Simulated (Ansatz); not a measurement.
Al under a change: strain tensor (xx, yy, zz, yz, xz, xy) = (−1.19, +0.86, +0.92, +1.00, +0.14, −0.51) %

Base system: Al in the fcc (Cu type) structure (space group Fm-3m, No. 225; a = 3.992 Å; relaxed with 0.1 eV smearing). Axes: x, y, z lie along the cube axes.

Now apply this change: the symmetric strain tensor [-0.0119 -0.0051 0.0013; -0.0051 0.0086 0.0100; 0.0013 0.0100 0.0092], atoms relaxed at fixed cell.

Method: r2SCAN (Ansatz, an electronic-structure program, PAW, without spin-orbit coupling), earlier PAW set. Settings: 28×28×28 k-points, 0.1 eV Fermi–Dirac smearing.

| quantity | base | changed | shift |
|---|---|---|---|
| volume per atom | 15.91 Å³ | 16.00 Å³ | +0.09 Å³ |
| space group | Fm-3m (No. 225) | P-1 (No. 2) | – |
| shortest interatomic distance | 2.823 Å | 2.804 Å | -0.019 Å |
| energy relative to the base (free energy F) | 0 meV/atom | +2.1 meV/atom | +2.1 meV/atom |
| band gap | zero | zero | – |
| stress (xx, yy, zz, yz, xz, xy; compression positive) | – | (0.5, -0.9, -0.9, -0.8, -0.1, 0.4) GPa | – |

Final structure:

```yaml
crystal:
  lattice:
    - [-0.00749, 2.03331, 2.03451]
    - [1.97512, 0.00978, 2.01724]
    - [1.96224, 2.00317, 0.02266]
  atoms:
    - { symbol: Al, position: [0.00000, 0.00000, 0.00000] }
```

Whether these cells are dynamically stable was not tested.
